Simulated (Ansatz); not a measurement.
The structure below was relaxed with plane-wave PAW DFT at the PBE-D3(BJ) level (Ansatz, an electronic-structure program, 420 eV), spin-orbit coupling left out, earlier PAW set.

```
CELL_PARAMETERS angstrom
      3.77243     0.00000     0.00000
     -1.88621     3.26702     0.00000
      0.00000     0.00000     4.81685
ATOMIC_POSITIONS crystal
  Pt 0.00000 0.00000 0.00000
  Se 0.66667 0.33333 0.26563
  Se 0.33333 0.66667 0.73437
```

Find the space group and the Wyckoff positions.

Space group P-3m1 (No. 164); a = b = 3.7724 Å, c = 4.8168 Å, α = β = 90.00°, γ = 120.00°

| atom | site | symmetry | x | y | z |
|---|---|---|---|---|---|
| Pt | 1a | -3m. | 0.0000 | 0.0000 | 0.0000 |
| Se | 2d | 3m. | 0.6667 | 0.3333 | 0.2656 |

Stability against distortions was not tested. The final runs are not spin-polarised. The cell was made from PtS2 by this change: S → Se.
